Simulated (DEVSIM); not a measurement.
**abrupt InP n-p junction**

Device: abrupt InP n-p junction, at 300 K.

```tsv
layer (left to right)	material	thickness (μm)	Nd (cm⁻³)	Na (cm⁻³)	τn (s)	τp (s)
1	InP	55.0	2.9e16	-	2.3e-9	2.3e-9
2	InP	1.90	-	1.6e15	6.9e-9	2.3e-9
```

Left contact: ohmic. Right contact: ohmic. Voltage is applied to the left contact. Recombination: SRH at mid-gap, radiative, Auger. Mobility is μmin + (μ − μmin)/(1 + (N/Nref)^α).

The device is made up for the run: typed textbook-type constants, with dimensions and the other settings drawn at random. Values at 300 K.

| parameter | InP |
|---|---|
| gap (eV) | 1.344 |
| affinity (eV) | 4.38 |
| permittivity | 12.5 |
| Nc (cm⁻³) | 5.7e17 |
| Nv (cm⁻³) | 1.1e19 |
| μn (cm²/Vs) | 5200 |
| μp (cm²/Vs) | 170 |
| μn,min | 400 |
| μp,min | 10 |
| Nref,n | 3e17 |
| Nref,p | 4.9e17 |
| αn | 0.47 |
| αp | 0.62 |
| B (cm³/s) | 1.2e-10 |
| Cn (cm⁶/s) | 9e-31 |
| Cp (cm⁶/s) | 9e-31 |

Simulated with DEVSIM: 1D drift-diffusion, Boltzmann statistics, complete ionisation; no tunnelling, impact ionisation, image-force lowering or self-heating.

| Property | Result |
|---|---|
| Potential step across the device at zero bias | 1.039 V |
| Largest field in the device at zero bias | 21000 V/cm |
| Dark forward voltage at 1 A/cm² | 0.825 V |
| Dark forward voltage at 100 A/cm² | 0.989 V |

Small-signal capacitance in reverse bias (quasi-static):

```
V (V)  C (nF/cm²)
-----  ----------
0.2          10.7
0.5          9.51
1            8.23
1.5          7.35
2            6.71
3            5.86
4            5.55
5            5.48
6.5          5.42
8            5.38
10           5.32
```

Dark reverse current:

```
V (V)  J (A/cm²)
-----  ---------
0.20      3.4e-9
0.50      6.8e-9
1.00      1.1e-8
1.50      1.5e-8
2.00      1.9e-8
3.00      2.5e-8
4.00      3.0e-8
5.00      3.3e-8
6.50      3.6e-8
8.00      3.8e-8
10.00     4.1e-8
```
